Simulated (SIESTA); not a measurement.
Input and output of a self-consistent single point for MnBr₂ (P-3m1, 3 atoms in the cell) (SIESTA).

Level of theory: SIESTA 5.4.2 with GGA PBEsol+U, numerical atomic orbitals DZP, PseudoDojo PBEsol standard norm-conserving potentials (rewritten from UPF to PSML).

```
CELL_PARAMETERS angstrom
      3.90936     0.00000     0.00000
     -1.95468     3.38560     0.00000
      0.00000     0.00000     6.54697
ATOMIC_POSITIONS crystal
  Mn 0.00000 0.00000 0.00000
  Br 0.33333 0.66667 0.23213
  Br 0.66667 0.33333 0.76787
```
Moments meant for the start (each program seeds them in its own way; μB, in the order of the atoms Mn Br Br): 4.0 0.0 0.0.

Reference input (self-consistent single point, DFT, GGA PBEsol, numerical atomic orbitals DZP, PseudoDojo PBEsol standard norm-conserving potentials (rewritten from UPF to PSML)): XC.functional = GGA; XC.authors = PBEsol; potentials = PseudoDojo PBEsol standard; PAO.BasisSize = DZP; PAO.EnergyShift = 0.01 Ry; MeshCutoff = 300 Ry; kgrid.MonkhorstPack = 6 6 3; OccupationFunction = FD; ElectronicTemperature = 580.23 K; Spin = polarized; DM.InitSpin = [1 +4.00, 2 +0.00, 3 +0.00]; MaxSCFIterations = 150. This run's input differs from it in these lines:

```diff
@@ -41,2 +41,11 @@
 %endblock DM.InitSpin
+DFTU.ProjectorGenerationMethod 2
+DFTU.CutoffNorm              0.9
+DFTU.FirstIteration          true
+%block DFTU.proj
+  Mn 1
+  n=3 2
+  8.00 0.00
+  0.00 0.00
+%endblock DFTU.proj
```

Output, abridged:

```
        iscf     Eharris(eV)        E_KS(eV)     FreeEng(eV)     dDmax    Ef(eV) dHmax(eV)
   scf:    1    -3818.590370    -3811.581197    -3811.581197  0.718658 -2.691481 12.151996
     spin moment: {S} , |S| = {        0.0        0.0    5.00000 }     5.00000
   scf:    2    -3813.342135    -3812.480572    -3812.480572  0.078544 -3.270264  9.171299
     spin moment: {S} , |S| = {        0.0        0.0    5.00000 }     5.00000
   scf:    3    -3813.869113    -3813.469365    -3813.469365  0.205757 -2.528062  0.996050
     spin moment: {S} , |S| = {        0.0        0.0    5.00000 }     5.00000
   [... lines left out ...]
     spin moment: {S} , |S| = {        0.0        0.0    5.00000 }     5.00000
hubbard_term: recalculating local occupations    8
hubbard_term: maximum change in local occup.    0.000282
   scf:   12    -3813.681200    -3813.681196    -3813.681196  0.000684 -2.867898  0.001293
     spin moment: {S} , |S| = {        0.0        0.0    5.00000 }     5.00000
hubbard_term: recalculating local occupations    9
hubbard_term: maximum change in local occup.    0.000284
   scf:   13    -3813.681165    -3813.681165    -3813.681165  0.000046 -2.867640  0.000581
     spin moment: {S} , |S| = {        0.0        0.0    5.00000 }     5.00000
SCF Convergence by DM+H criterion
max |DM_out - DM_in|         :     0.0000462518
max |H_out - H_in|      (eV) :     0.0005806760
DFT+U population converged by dTol_pop criteria:
max |pop(DFT+U)_i - pop(DFT+U)_j|:     0.0002842687
SCF cycle converged after 13 iterations

Using DM_out to compute the final energy and forces
hubbard_term: recalculating local occupations   10
hubbard_term: maximum change in local occup.    0.000284
hubbard_term: recalculating Hamiltonian and forces

siesta: E_KS(eV) =            -3813.6848

siesta: E_KS - E_eggbox =     -3813.6848

siesta: Atomic forces (eV/Ang):
     1   -0.000000    0.000000    0.000000
     2    0.000001   -0.000001    0.055422
     3   -0.000001    0.000001   -0.055422
   Tot   -0.000000   -0.000000    0.000000
   Max    0.055422
   Res    0.026126    sqrt( Sum f_i^2 / 3N )
   [... lines left out ...]
siesta: FreeEng =     -3813.684837
siesta: Cell volume =         86.652714 Ang**3
siesta:         -24.97459373        -23.77650929  kBar
   [... lines left out ...]
   3  3.556   0.893   0.034   0.869   0.946   0.869  -0.011  -0.052  -0.011
              0.003   0.005   0.004   0.005   0.003

mulliken: Qtot =       12.000

Mulliken Atomic Populations:
Atom #   charge [q] valence [e]      Sz [e]  Species
     1     0.214507   14.785493    5.009934  Mn
     2    -0.107254    7.107254   -0.004967  Br
     3    -0.107254    7.107254   -0.004967  Br
 Total     0.000000                5.000000
```

The run converged in 13 iterations. Against the reference run the pressure goes from -4.98 to -2.50 GPa, the largest force goes from 0.337 to 0.055 eV/Å, the gap on the mesh goes from 2.031 to 4.434 eV and the size of the net moment stays at 1.67 μB/atom.

The starting cell comes from a database of computed structures (which also holds hypothetical and non-ambient phases and stackings), without a prior relaxation at this level. Its lattice was rescaled by a random factor within 2.5 % of one. With one magnetic atom in the cell only a parallel order is possible. With U or open f shells several self-consistent states can exist. Values carry the incompleteness of an atom-centred basis.
